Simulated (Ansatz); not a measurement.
Levels about the gap of amorphous In$_{16}$Zn$_{8}$O$_{32}$ (56 atoms in a cell of 792 Å³, 6.02 g/cm³; zone centre alone, so wide bands show as single levels with stretches between that a denser mesh fills), at the geometry that PBE relaxed, where it gives 0.2 GPa on a denser mesh. The participation number counts the atoms over which a state spreads; weights are charges in smoothed Voronoi cells. The levels come from a single point, so bond lengths are those of that geometry. Method of the levels: PBE, scalar-relativistic without spin-orbit coupling (Ansatz, a program for electronic structure). Sampling: the zone centre alone; Fermi-Dirac width 0.02 eV; no spin polarisation.

It comes from a melt-quench run on a machine-learned potential (CHGNet), relaxed afterwards by DFT. O atoms were pushed apart under 1.9 Å during the dynamics, to hinder bonds among them. The hot cell started wider than the set density and was brought back towards it in steps. It is the lowest in DFT energy of 2 quenches. It is a model cell: composition and starting density were chosen by hand, and all elements were melted together. No dispersion term was used. Its density started from a set value of 6.17 and ended at 6.02 g/cm³. Cooling (nominally 420 K/ps over its main leg) ran many orders faster than in experiment, which tends to leave more defects and strain. One small periodic cell is one sample of the glass; other quenches scatter about these values. Volume and shape were free in the relaxation.

| E - E(highest filled), eV | filling | participation number | largest on | weight O | weight In | weight Zn |
|---|---|---|---|---|---|---|
| -0.38 | filled | 22.3 | O, 3 neighbours | 0.86 | 0.05 | 0.09 |
| -0.35 | filled | 24.8 | O, 3 neighbours | 0.87 | 0.05 | 0.08 |
| -0.29 | filled | 13.6 | O, 3 neighbours | 0.87 | 0.03 | 0.10 |
| -0.21 | filled | 19.0 | O, 3 neighbours | 0.84 | 0.03 | 0.13 |
| -0.18 | filled | 12.2 | O, 3 neighbours | 0.84 | 0.03 | 0.13 |
| -0.06 | filled | 14.4 | O, 4 neighbours | 0.86 | 0.04 | 0.10 |
| 0.00 | filled | 12.4 | O, 4 neighbours | 0.86 | 0.03 | 0.11 |
| 0.44 | empty | 52.6 | In, 5 neighbours | 0.51 | 0.35 | 0.14 |
| 3.17 | empty | 32.0 | In, 5 neighbours | 0.60 | 0.36 | 0.04 |
| 3.33 | empty | 30.9 | In, 5 neighbours | 0.58 | 0.36 | 0.06 |
| 3.53 | empty | 31.3 | In, 5 neighbours | 0.60 | 0.33 | 0.07 |
| 3.74 | empty | 23.8 | In, 5 neighbours | 0.57 | 0.35 | 0.08 |
| 3.83 | empty | 32.8 | In, 5 neighbours | 0.61 | 0.30 | 0.09 |
| 4.00 | empty | 20.6 | In, 5 neighbours | 0.57 | 0.35 | 0.08 |

Most localised among these is the filled level at -0.18 eV, on a O atom, which has 3 neighbours (Zn 1.95 Å, In 2.07 Å, In 2.13 Å).
